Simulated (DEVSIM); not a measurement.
Structure: abrupt Si n-p junction, at 250 K.

Layer 1 from the left is Si, thickness (μm) 0.110, Nd (cm⁻³) 3.8e17, τn (s) 0.00011, τp (s) 0.00011. Layer 2 from the left is Si, thickness (μm) 1.80, Na (cm⁻³) 2.9e16, τn (s) 0.00011, τp (s) 0.00011.

Left contact: ohmic. Right contact: ohmic. Voltage is applied to the left contact. Recombination: SRH at mid-gap. Mobility is constant in doping.

The device is made up for the run: typed textbook-type constants, with dimensions and the other settings drawn at random. Values at 300 K; Nc and Nv go as T^1.5, mobilities as T to minus their exponent, the gap by Varshni's rule with the affinity fixed.

Si: gap (eV) 1.124, affinity (eV) 4.05, permittivity 11.7, Nc (cm⁻³) 2.86e19, Nv (cm⁻³) 3.1e19, μn (cm²/Vs) 1417, μp (cm²/Vs) 470, T exponent of μn 2.3, T exponent of μp 2.2, Varshni α (eV/K) 0.000473, Varshni β (K) 636.

Simulated with DEVSIM: 1D drift-diffusion, Boltzmann statistics, complete ionisation; no tunnelling, impact ionisation, image-force lowering or self-heating.

Dark forward current:

```tsv
|V| (V)	|J| (A/cm²)
0.05	2.970e-13
0.15	1.745e-11
0.20	1.614e-10
0.25	1.583e-9
0.30	1.588e-8
0.35	1.604e-7
0.40	1.624e-6
0.45	1.645e-5
0.50	0.0001666
0.55	0.001687
0.60	0.01708
0.65	0.1727
0.70	1.744
0.75	17.40
0.80	159.7
0.85	1015
0.90	3687
```

Q: Work out the local ideality factor n = ΔV / (kT/q · ln(J2/J1)) between the rows 0.15 and 0.20 V, 0.40 and 0.45 V, 0.85 and 0.90 V.

A: kT/q = 21.54 mV. From 0.15 to 0.20 V: ln(1.614e-10/1.745e-11) = 2.225, n = 1.04, near the 1 of diffusion or emission over a barrier. From 0.40 to 0.45 V: ln(1.645e-5/1.624e-6) = 2.315, n = 1.00, near the 1 of diffusion or emission over a barrier. From 0.85 to 0.90 V: ln(3687/1015) = 1.290, n = 1.80.

Q: Estimate the current at 0.45 V from the Shockley equation with J0 = Σ q ni² D/(N L) coth(W/L), τ joining the SRH, radiative and Auger lifetimes that are on, and W taken as the whole layer.

A: ni² = 6.36e15 cm⁻⁶; holes in the n layer: μ = 702 cm²/Vs, D = 15.1 cm²/s, τ = 0.000110 s, L = 408 μm, W/L = 0.00027, term 3.69e-15 A/cm²; electrons in the p layer: μ = 2160 cm²/Vs, D = 46.4 cm²/s, τ = 0.000110 s, L = 715 μm, W/L = 0.0025, term 9.06e-15 A/cm². J0 = 1.28e-14 A/cm², and J = J0 exp(qV/kT) = 1.51e-5 A/cm². The simulation gives 1.65e-5 A/cm²; the estimate lies 8.3 % below. The estimate leaves out recombination in the depletion region and that region's share of W.
